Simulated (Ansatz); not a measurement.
# MgB2 under a change: biaxial strain +1.00 %, plane normal [001], relaxed out of plane

Consider MgB₂ (space group P6/mmm, No. 191; a = 3.075 Å, c = 3.525 Å; relaxed with 0.1 eV smearing). Axes: x lies along a and z along c of the hexagonal cell.

Now apply this change: biaxial strain +1.00 %, plane normal [001], relaxed out of plane (Cartesian); in-plane vectors clamped, the third vector and the atoms free.

All numbers come from plane-wave PAW DFT at the PBE level (Ansatz, an electronic-structure program, 420 eV), no spin-orbit coupling. Settings: 22×22×16 k-points, 0.1 eV Fermi–Dirac smearing.

The space group stays P6/mmm (No. 191) and the shortest interatomic distance increases by 0.0178 Å to 1.793 Å. The pressure (mean of the normal stresses, compression positive) goes from zero to -3.0 GPa and the band gap stays zero. The out-of-plane strain comes out as -0.26 % and the mean in-plane stress (compression positive) is -4.5 GPa.

Final structure (turned so that z lies along the plane normal):

```xyz
3
Lattice="3.1061 0.0000 0.0000 1.5530 2.6899 0.0000 0.0000 0.0000 3.5156" Properties=species:S:1:pos:R:3 pbc="T T T"
Mg     0.0000     0.0000     0.0000
B      3.1061     1.7933     1.7578
B      1.5530     0.8966     1.7578
```

Stability against distortions was not tested. The final runs are not spin-polarised.
